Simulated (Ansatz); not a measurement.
Structures of equal composition on the (0001) surface of hcp Ru: a layer of W in place of the second plane; a layer of W in place of the third plane. The slabs share one bottom face, and each structure is named by its start. These are constructed structures in small cells; real faces may alloy, dewet or reconstruct in larger ones, and not all known structures of the face are among them. Slabs of about 11 Å, Fermi-Dirac smearing of 0.1 eV. Bottom of the slabs: a bare face, its two planes held. Relaxed from the named starts with such symmetry as they have, on meshes of like density; energies extrapolated to zero smearing; spin only where a row says so; no spin-orbit coupling, no U. Brackets mark spin-polarised runs, whose order is one that fits the cell.

Calculation: PBE (plane waves to 420 eV, PAW; Ansatz, a quantum-chemistry and plane-wave program).

### Question
Order them by energy per 1x1 cell (lowest first) at the level PBE.

### Answer
a layer of W in place of the second plane (0.000 eV), a layer of W in place of the third plane (0.297 eV)
